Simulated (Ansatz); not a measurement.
Ag interstitial in monoclinic HfO2 (start: void with 3O nearest, no. 1; 96-site cell, 2×2×2 shifted sampling). Level of theory: PBE, PAW (plane waves to 420 eV; Ansatz, a quantum-chemistry and plane-wave program). Total energies of the localised charge states, counted from that of charge +1, and their image corrections (point charge with alignment); the host's valence-band maximum lies at 13.691 eV on the cells' energy zero and its gap is 4.04 eV.

```json
[
 {"charge": "+1", "moment (μB)": "not spin-polarised", "E − E(first) (eV)": "0.000", "correction (eV)": "0.403"},
 {"charge": "0", "moment (μB)": "1.0", "E − E(first) (eV)": "17.713", "correction (eV)": "0.000"}
]
```

Problem. Derive the transition levels above the valence-band maximum and say which of them are thermodynamic.

Solution. A level is the Fermi energy at which two charges have equal formation energy: ε(q/q′) = [E(q′) + corr(q′) − E(q) − corr(q)] / (q − q′) − E_VBM.
ε(+1/0) = [(17.713 + 0.000) − (0.000 + 0.403)] / 1 − 13.691 = 3.62 eV
Thermodynamic levels at least 0.1 eV inside the gap: (+1/0) at 3.62 eV. They hold to tenths of an eV in this cell. Charges with a result: +1, 0. Others weren't obtained, and one of them could lie lower, also by skipping a charge. The geometries come from one start. Flagged in the runs: a host whose relaxation on this sampling wasn't shown to rest, a strain field that reaches the edge of the cell.
